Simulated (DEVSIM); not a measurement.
System: Pd/SiO2/p-Si capacitor, at 300 K.

```tsv
layer (left to right)	material	thickness (nm)	Na (cm⁻³)
1	SiO2	27.0	-
2	Si	2400	5.9e16
```

Metal gate on the left, work function 5.2 eV. Fixed charge at the semiconductor interface 1.3e10 cm⁻² (in units of +e); no interface traps.

The device is made up for the run: typed textbook-type constants, with dimensions and the other settings drawn at random. Values at 300 K.

```
parameter      SiO2       Si
-------------  ----  -------
gap (eV)          9    1.124
affinity (eV)   0.9     4.05
permittivity    3.9     11.7
Nc (cm⁻³)         -  2.86e19
Nv (cm⁻³)         -   3.1e19
```

DEVSIM, 1D Poisson equation in equilibrium, Boltzmann statistics, complete ionisation; no quantum confinement or tunnelling. Metal contacts follow the ideal Schottky-Mott rule: no Fermi-level pinning, no interface dipoles.

The SiO2 thickness was swept, all else fixed.

| SiO2 thickness (μm) | minimum of the low-frequency capacitance (μF/cm²) | capacitance of the dielectric stack (μF/cm²) |
|---|---|---|
| 0.011 | 0.0688 | 0.314 |
| 0.015 | 0.0633 | 0.230 |
| 0.019 | 0.0603 | 0.182 |
| 0.023 | 0.0553 | 0.150 |
| 0.027 | … | 0.128 |
| 0.032 | 0.0489 | 0.108 |

**Question.** Complete the blanks.

**Answer.** 
- 0.027, minimum of the low-frequency capacitance (μF/cm²): 0.0519
